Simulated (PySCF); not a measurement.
PySCF 2.14.0, B3LYP/def2-svp, df: Cr(O)(NMe)(Cl)(NH2) (C[N]=[Cr]([NH2])(=[O])[Cl]), 11 atoms. The geometry is a generated start, not checked to be a minimum at this level.

```json
{
  "task": "energy",
  "method": "b3lyp",
  "basis": "def2-svp",
  "two_electron_scheme": "density fitting",
  "mol.max_memory": "3000 MB",
  "mf.max_cycle": "100",
  "mf.conv_tol": "1e-09 (default)",
  "mf.grids.level": "3 (default)",
  "basis_functions": "130",
  "grid_points": "144832"
}
```

```xyz
11

Cr    -0.2332    -0.2785     1.0635
O      0.8741    -0.3851     2.1512
N      0.2125    -0.3884    -0.5090
C      0.9381    -0.5416    -1.6822
H      0.3977    -0.0990    -2.5260
H      1.9249    -0.0683    -1.5958
H      1.0818    -1.6100    -1.8865
Cl    -1.6302    -1.7848     1.3565
N     -1.0662     1.3397     1.1648
H     -1.3181     1.9789     0.4153
H     -1.1815     1.8371     2.0481
```

Charge 0 and multiplicity 1 are set for this test and not shown to be the ground state.

With the defaults (mf.DIIS = CDIIS, mf.diis_space = 8, mf.diis = true, mf.damp = 0, mf.diis_start_cycle = 1, mf.init_guess = minao, mf.level_shift = 0) it converges in 20 Fock builds. One run each on 2 threads, 1 BLAS thread, with these changes:
- mf.init_guess = mod_huckel
- mf.level_shift = 0.1 Hartree
- mf.DIIS = EDIIS
- mf.diis_space = 3
- mf.diis = false
- mf.diis = false, mf.damp = 0.7, mf.diis_start_cycle = 999
- mf.diis_space = 12
- mf.init_guess = sap
- mf.init_guess = huckel

### Question
Which of these changes keep the SCF from converging, or lead it to another solution?

### Answer
No convergence: mf.DIIS = EDIIS; mf.diis_space = 3; mf.diis = false; mf.diis = false, mf.damp = 0.7, mf.diis_start_cycle = 999 (the run ends without SCF convergence in 100 cycles). The rest reach the solution of the defaults.

| setting | Fock builds | end |
|---|---|---|
| mf.level_shift = 0.1 Hartree | 18 | same solution |
| mf.diis_space = 12 | 19 | same solution |
| the defaults | 20 | same solution |
| mf.init_guess = huckel | 26 | same solution |
| mf.init_guess = mod_huckel | 27 | same solution |
| mf.init_guess = sap | 27 | same solution |
| mf.DIIS = EDIIS | 101 | no convergence |
| mf.diis_space = 3 | 101 | no convergence |
| mf.diis = false | 101 | no convergence |
| mf.diis = false, mf.damp = 0.7, mf.diis_start_cycle = 999 | 101 | no convergence |
